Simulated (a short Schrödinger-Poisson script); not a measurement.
Stack: MOS inversion layer, HfO2 on p-type Si(100), at 300 K.

From the gate side: 10.8 nm HfO2; 260 nm Si, acceptors 2.7e18 cm⁻³.

Constants are typed, rounded textbook-type inputs, not results; the design itself was drawn at random and stands for no fabricated device. HfO2: permittivity 22, conduction-band edge (eV) 1.55, gap (eV) 5.7, electron mass (mₑ) 0.2. Si: permittivity 11.7, conduction-band edge (eV) 0, gap (eV) 1.124, Nv at 300 K (cm⁻³) 3.1e19.

Channel valleys (confinement mass, in-plane density-of-states mass, number): Δ2 0.916, 0.19, 2; Δ4 0.19, 0.417, 4. At the gate the conduction-band edge of layer 1 lies 1.67 eV − eVg above the Fermi level of the channel; the field vanishes at the back. Gaps are held at their typed values at every temperature. Mesh 0.03 nm at interfaces.

Solved with a short Schrödinger-Poisson script written for these runs: 1D Poisson equation in equilibrium, electrons quantum, Hartree (BenDaniel-Duke, 12 states a valley, the channel's in-plane mass for all, wave functions ending at the dielectric), parabolic valleys, classical holes, full ionisation, no traps, pinning or gate leakage.

| Vg (V) | electrons (cm⁻²) | C (μF/cm²) | Δ2 E0 (meV from the Fermi level) | Δ4 E0 (meV from the Fermi level) |
|---|---|---|---|---|
| 0.6 | 1.71e9 | 0.382 | 203.3 | 309.2 |
| 0.7 | 2.86e10 | 0.458 | 130.2 | 239.3 |
| 0.8 | 2.60e11 | 0.875 | 72.2 | 184.3 |
| 0.9 | 8.36e11 | 1.19 | 40.3 | 155.3 |
| 1 | 1.58e12 | 1.33 | 21.4 | 139.2 |
| 1.1 | 2.40e12 | 1.39 | 8.0 | 128.6 |
| 1.2 | 3.26e12 | 1.42 | -2.7 | 120.5 |
| 1.3 | 4.15e12 | 1.45 | -11.8 | 114.1 |
| 1.4 | 5.04e12 | 1.46 | -20.0 | 108.6 |
| 1.5 | 5.95e12 | 1.48 | -27.4 | 103.7 |
| 1.6 | 6.87e12 | 1.49 | -34.3 | 99.3 |
| 1.7 | 7.79e12 | 1.50 | -40.9 | 95.2 |
| 1.8 | 8.72e12 | 1.50 | -47.2 | 91.4 |
| 1.9 | 9.65e12 | 1.51 | -53.3 | 87.8 |
| 2 | 1.06e13 | 1.51 | -59.2 | 84.4 |
| 2.1 | 1.15e13 | 1.52 | -64.9 | 81.2 |

Gate voltages with under 1e9 electrons/cm² are left out.

**Question.** At Vg = 2.1 V the lowest Δ2 subband lies at -64.9 meV from the Fermi level. How many electrons does it hold, and what share of all?

**Answer.** The two-dimensional density of states is g m/(πħ²) = 1.59e11 cm⁻² meV⁻¹ (both spins), kT = 25.9 meV, so n = D kT ln(1 + exp(−E/kT)) = 1.06e13 cm⁻², 0.92 of the 1.15e13 cm⁻² in all.

**Question.** Compare the slope of the sheet density between 1.9 and 2.1 V with the geometric capacitance of the layers between gate and channel.

**Answer.** q Δn/ΔV = 1.48 μF/cm²; ε0/Σ(t/ε) = 1.80 μF/cm². The ratio is 0.82: the channel acts as a further capacitance in series.
